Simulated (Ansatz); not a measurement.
Fluorite HfO2 (high-temperature phase), treated with r²SCAN+rVV10 (Ansatz, a program for electronic structure, PAW).

Settings: plane-wave cutoff 560 eV, 12×12×12 k mesh, Fermi–Dirac smearing 0.01 eV, scalar-relativistic PAW data made under PBE.

Pressure at four volumes; x = ln(V/10.711 Å³). One pressure is withheld.

| V (Å³/atom) | x | P (GPa) |
|---|---|---|
| 10.069 | -0.0618 | ? |
| 10.283 | -0.0408 | 12.29 |
| 10.711 | 0.0000 | 0.02 |
| 11.354 | 0.0583 | -14.23 |

**Question.** Pass a parabola P(x) through the three rows shown, estimate the bulk modulus and its pressure derivative near zero pressure, and predict the withheld pressure.

**Answer.** Slopes between the rows: (0.02 − (12.29))/(0.0000 − (-0.0408)) = -300.74 and (-14.23 − (0.02))/(0.0583 − (0.0000)) = -244.43 GPa. Their difference over the span 0.0991 is c = 56.31/0.0991 = 568.2 GPa, so P(x) = 12.29 + (-300.74)(x − (-0.0408)) + 568.2 (x − (-0.0408))(x − (0.0000)). At the middle row B = −dP/dx = −[-300.74 + 568.2 × 0.0408] = 277.6 GPa, and B′ = dB/dP = 2c/B = 4.1. At x = -0.0618 the parabola gives 19.34 GPa; the run gives 19.45 GPa. The Birch–Murnaghan fit to the energies at all volumes has B0 = 276 GPa and B′ = 4.2.

Measured, for comparison: bulk modulus 242 ± 16 GPa (room temperature, not corrected to a static lattice, nanocrystalline cubic HfO2, second-order Birch-Murnaghan; as tabulated in High-pressure structural stability, equation of state, and thermal expansion …). Computed (rounded) less measured: bulk modulus +14 %.

Note: symmetry holds this phase in the static calculation, where it need not be a minimum; held by symmetry at 0 K, a high-temperature phase can be a saddle point.

Spin–orbit coupling is not included.
